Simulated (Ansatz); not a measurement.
# Rb (model structure, from the diamond type, Fd-3m, No. 227): properties by level of theory

```csv
level (code),equilibrium lattice constant a (Å),cohesive energy (eV/atom)
LDA (Ansatz),9.853,0.65
PBE (Ansatz),10.417,0.51
PBEsol (Ansatz),10.155,0.56
PBE-D3(BJ) (Ansatz),10.140,0.57
r²SCAN (Ansatz),10.401,0.44
```

Ansatz's density-functional and Hartree–Fock values are scalar-relativistic unless marked +SOC, with PAW data made under PBE.

Computed values are for the static lattice.

A model structure was made by putting elements into a prototype or built by hand; it is no filed structure, need not be a known phase, and can be a saddle point held by its symmetry.

Ansatz is a first-principles code.
